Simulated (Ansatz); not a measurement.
Input and output of a self-consistent single point for TiZn (P4mm, 2 atoms in the cell) (Ansatz, an electronic-structure program).

Method: PBEsol, default PAW files made with PBE (plane waves; Ansatz).

The change in words: lattice scaled by 0.98; kpoints.mp_grid.grid: 11 11 11 → 12 12 12. Reference geometry:
```yaml
crystal:
  lattice:
    - [3.13312, 0.00000, 0.00000]
    - [0.00000, 3.13312, 0.00000]
    - [0.00000, 0.00000, 3.13312]
  atoms:
    - { symbol: Ti, position: [0.50000, 0.50000, 0.51596] }
    - { symbol: Zn, position: [0.00000, 0.00000, 0.00000] }
```

Reference input (self-consistent single point, DFT, PBEsol, plane waves, default PAW files made with PBE): basis.ecutwfc = 420 eV; kpoints.mp_grid.grid = 11 11 11; hamiltonian.xc = pbesol; hamiltonian.pseudopotentials = {kind: paw} (the program's default PAW files); scf.occupations.method = gaussian; scf.occupations.width = 0.1 eV. This run's input differs from it in these lines:

Ansatz 0.2 input:
```diff
@@ -3,5 +3,5 @@
   lattice:
-    - [3.133121, 0.000000, 0.000000]
-    - [0.000000, 3.133121, 0.000000]
-    - [0.000000, 0.000000, 3.133121]
+    - [3.070459, 0.000000, 0.000000]
+    - [0.000000, 3.070459, 0.000000]
+    - [0.000000, 0.000000, 3.070459]
   atoms:
@@ -12,3 +12,3 @@
 kpoints:
-  mp_grid: { grid: [11, 11, 11] }
+  mp_grid: { grid: [12, 12, 12] }
 hamiltonian:
```

The program printed (abridged):

```
SCF iter   1: F=—  HF=-5755.221540 eV  |F-HF|=—  |Δ(HF+E_count)|=         —  Δρ=6.75e-3  dr2=1.16e-2  ethr=1.77e-3  ⟨swp⟩=5.0  Hψ=14721  notcnv=0
all-band conjugate gradients solve this SCF's bands
preconditioner: auto → none
SCF iter   2: F=—  HF=-5755.218871 eV  |F-HF|=—  |Δ(HF+E_count)|=   2.67e-3  Δρ=3.80e-3  dr2=4.25e-3  ethr=4.83e-5  ⟨swp⟩=1.8  Hψ=4939  notcnv=0
SCF iter   3: F=—  HF=-5755.218174 eV  |F-HF|=—  |Δ(HF+E_count)|=   6.97e-4  Δρ=1.70e-3  dr2=5.65e-4  ethr=1.77e-5  ⟨swp⟩=2.4  Hψ=5479  notcnv=0
SCF iter   4: F=—  HF=-5755.217933 eV  |F-HF|=—  |Δ(HF+E_count)|=   2.42e-4  Δρ=2.73e-4  dr2=9.99e-6  ethr=2.35e-6  ⟨swp⟩=2.0  Hψ=4588  notcnv=0
SCF iter   5: F=—  HF=-5755.217936 eV  |F-HF|=—  |Δ(HF+E_count)|=   3.10e-6  Δρ=4.91e-5  dr2=3.71e-7  ethr=4.16e-8  ⟨swp⟩=2.1  Hψ=4791  notcnv=0
SCF iter   6: F=-5755.217936 eV  HF=-5755.217936 eV  |F-HF|=2.01e-9  |Δ(HF+E_count)|=   3.17e-8  Δρ=5.78e-6  dr2=5.82e-9  ethr=4.17e-10  ⟨swp⟩=5.3  Hψ=13926  notcnv=0
SCF 1 converged in 6 iterations: F = -5755.217936 eV  dr2 = 5.82e-9
Free energy (F): -5755.217936 eV
Internal energy: -5755.216517 eV  (E = F + TS)
E sigma→0 (E₀):  -5755.217226 eV
Entropy (-TS):   -0.001419 eV (-0.709 meV/atom)
Fermi energy:    13.760076 eV
--- Forces (eV/Å), atoms counted from 1 ---
  atom   1  Ti     0.00000000     0.00000000    -0.29987870
  atom   2  Zn    -0.00000000     0.00000000     0.29985908
--- Stress (GPa, compression-positive) ---
        3.993530       0.000000      -0.000000
        0.000000       3.993530       0.000000
       -0.000000       0.000000       3.894107
  P = ⅓ Tr σ = 3.9604 GPa (39.604 kbar)
  The stress holds the Pulay correction. Without it, at fixed plane waves, as pw.x and ABINIT print it: P = 3.8981 GPa
```

The run converged in 6 iterations. Against the reference run the free energy is nearly the same (within 1 meV/atom), the pressure goes from -3.74 to 3.96 GPa and the largest force goes from 0.246 to 0.300 eV/Å.

The starting cell comes from a database of computed structures (which also holds hypothetical and non-ambient phases and stackings), without a prior relaxation at this level. Its lattice was rescaled by up to half a per cent. One atom was moved a little off its site on purpose. For this run, on top of that: lattice scaled by 0.98. Spin polarisation is off. With a pressure of about 4 GPa the cell is away from its equilibrium volume at this level. Ansatz's pressure includes its estimate of the finite-basis (Pulay) stress.
